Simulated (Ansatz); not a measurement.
Levels about the gap of amorphous In9Ga9Zn9O39Y2 (68 atoms in a cell of 869 Å³, 5.83 g/cm³; zone centre alone, so wide bands show as single levels with stretches between that a denser mesh fills), at the geometry that PBE relaxed, where it gives 2.6 GPa on a denser mesh. The participation number counts the atoms over which a state spreads; weights are charges in smoothed Voronoi cells. The levels come from a single point, so bond lengths are those of that geometry. Method of the levels: PBE, scalar-relativistic without spin-orbit coupling (Ansatz, a first-principles code). Sampling: the zone centre alone; Fermi-Dirac width 0.02 eV; no spin polarisation. At PBE the levels at the filled edge of the gap are localised (band-tail or defect states).

It comes from a melt-quench run on a machine-learned potential (CHGNet), relaxed afterwards by DFT. O atoms were pushed apart under 1.9 Å during the dynamics, to hinder bonds among them. The hot cell started wider than the set density and was brought back towards it in steps. It is the lowest in DFT energy of 2 quenches. It is a model cell: composition and starting density were chosen by hand, and all elements were melted together. No dispersion term was used. Its density started from a set value of 5.83 and ended at 5.83 g/cm³. Cooling (nominally 320 K/ps over its main leg) ran many orders faster than in experiment, which tends to leave more defects and strain. A cell of this size samples the disorder only roughly. The volume was held where the preparation left it and the shape relaxed, at a PBE pressure of 2.6 GPa. Stress components on the final sampling reach 2.7 GPa.

```
E - E(highest filled), eV  filling  participation number        largest on  weight O  weight In  weight Ga  weight Zn
-------------------------  -------  --------------------  ----------------  --------  ---------  ---------  ---------
-0.30                       filled                  20.6   O, 3 neighbours      0.84       0.02       0.02       0.12
-0.27                       filled                  23.0   O, 4 neighbours      0.84       0.03       0.01       0.11
-0.22                       filled                  15.7   O, 3 neighbours      0.85       0.02       0.02       0.11
-0.21                       filled                  12.2   O, 3 neighbours      0.88       0.02       0.01       0.09
-0.14                       filled                  18.3   O, 3 neighbours      0.88       0.03       0.01       0.08
-0.11                       filled                  11.8   O, 3 neighbours      0.87       0.02       0.01       0.09
0.00                        filled                   8.7   O, 4 neighbours      0.82       0.02       0.01       0.15
1.14                         empty                  62.5  In, 6 neighbours      0.53       0.19       0.13       0.13
3.48                         empty                  24.0  In, 6 neighbours      0.57       0.30       0.05       0.07
3.68                         empty                  32.6  In, 6 neighbours      0.57       0.27       0.08       0.06
3.87                         empty                  39.9  In, 6 neighbours      0.57       0.23       0.09       0.11
3.98                         empty                  45.5  In, 6 neighbours      0.60       0.17       0.17       0.05
4.25                         empty                  44.9  Zn, 4 neighbours      0.57       0.22       0.05       0.14
4.35                         empty                  40.4  In, 6 neighbours      0.58       0.17       0.13       0.10
```

Most localised among these is the filled level at +0.00 eV, on a O atom, which has 4 neighbours (Zn 1.91 Å, Zn 2.06 Å, In 2.20 Å, Y 2.23 Å).
